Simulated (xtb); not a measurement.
xtb 6.7.1, GFN2-xTB: Al(hfac)2(amdMe), 44 atoms. The geometry is a generated start, not checked to be a minimum at this level.

- method = GFN2-xTB
- --acc = 1 (default)
- --etemp (K) = 300 (default)
- detailed input (--input) = none: ANC optimiser, Lindh (1995) Hessian, microcycle=20, maxdispl=1.0, hlow=0.01 (default)
- basis functions = 149
- valence electrons = 188

The structure is relaxed from this start with --opt LEVEL for the levels crude, sloppy, loose, lax, normal, tight, vtight, extreme, once each. Up to the end of the extreme run atoms move by at most 0.53 Å along an axis.

Task: What is the loosest level that ends within 1 meV of the extreme run, and how many cycles does it take?

Result: tight: 38 cycles against 69, ending 0.31 meV above.

```
level    cycles  energy above the extreme run (meV)  gradient norm (eV/Å)
-------  ------  ----------------------------------  --------------------
crude         1                                 8.1                  0.10
sloppy        1                                 8.1                  0.10
loose         1                                 8.1                  0.10
lax           1                                 8.1                  0.10
normal       23                                 2.5                 0.051
tight        38                                0.31                 0.015
vtight       60                               0.013                0.0094
extreme      69                                   —                0.0020
```
